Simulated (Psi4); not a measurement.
Psi4 1.11, unrestricted B3LYP/def2-tzvp: Ga(Me)2(NH2) cation ([CH3][Ga]([CH3])[NH2]), charge +1, multiplicity 2, 12 atoms. The geometry is a generated start, not checked to be a minimum at this level.

| Property | Value |
|---|---|
| task | energy |
| method | b3lyp |
| basis | def2-tzvp |
| memory | 3 GB |
| maxiter | 100 |
| keys of the molecule block | symmetry c1 |
| scf_type | df (default) |
| e_convergence | 1e-06 (default) |
| d_convergence | 1e-06 (default) |
| dft_radial_points | 75 (default) |
| dft_spherical_points | 302 (default) |
| basis functions | 189 |
| grid points | 259185 |

```xyz
12

Ga     0.0965    -0.0305     0.0778
C     -1.4036    -1.3956    -0.0752
H     -1.0297    -2.3384    -0.4820
H     -2.2028    -1.0363    -0.7270
H     -1.8288    -1.6039     0.9091
C      0.2433     1.7632    -0.8691
H      0.8890     1.6843    -1.7469
H      0.6722     2.5164    -0.2041
H     -0.7362     2.1127    -1.2050
N      1.4478    -0.4472     1.2355
H      2.2789     0.1123     1.3832
H      1.5735    -1.3373     1.7037
```

Charge 1 and multiplicity 2 are set for this test and not shown to be the ground state.

With the defaults (diis = true, scf_initial_accelerator = adiis, damping_percentage = 0, soscf = false, soscf_start_convergence = 0.01, diis_max_vecs = 10, diis_start = 1, guess = auto, which took SAD) it converges in 15 SCF iterations. One run each on 2 threads, with these changes:
- diis_max_vecs = 20
- guess = sadno
- diis_max_vecs = 6
- soscf = true, soscf_start_convergence = 0.1
- scf_initial_accelerator = none
- soscf = true, soscf_start_convergence = 0.001
- diis = false, scf_initial_accelerator = none, damping_percentage = 60
- diis_start = 4
- soscf = true

### Question
Which runs fail or end elsewhere than the default run?

### Answer
No convergence: diis = false, scf_initial_accelerator = none, damping_percentage = 60 (the run ends without SCF convergence in 100 iterations). Another solution: soscf = true, soscf_start_convergence = 0.1 (200 meV higher); soscf = true (48 meV higher). The rest reach the solution of the defaults.

| setting | SCF iterations | JK calls | end |
|---|---|---|---|
| soscf = true, soscf_start_convergence = 0.001 | 11 | 32 | same solution |
| guess = sadno | 14 | 14 | same solution |
| the defaults | 15 | 16 | same solution |
| scf_initial_accelerator = none | 15 | 16 | same solution |
| diis_max_vecs = 6 | 15 | 16 | same solution |
| diis_max_vecs = 20 | 15 | 16 | same solution |
| diis_start = 4 | 21 | 22 | same solution |
| soscf = true | 12 | 53 | other solution, 48 meV higher |
| soscf = true, soscf_start_convergence = 0.1 | 17 | 88 | other solution, 200 meV higher |
| diis = false, scf_initial_accelerator = none, damping_percentage = 60 | 100 | 101 | no convergence |

An SOSCF iteration holds several JK calls; a Hückel guess adds calls on atoms. 1 further run of the study ended by our limits or in an error and is left out.
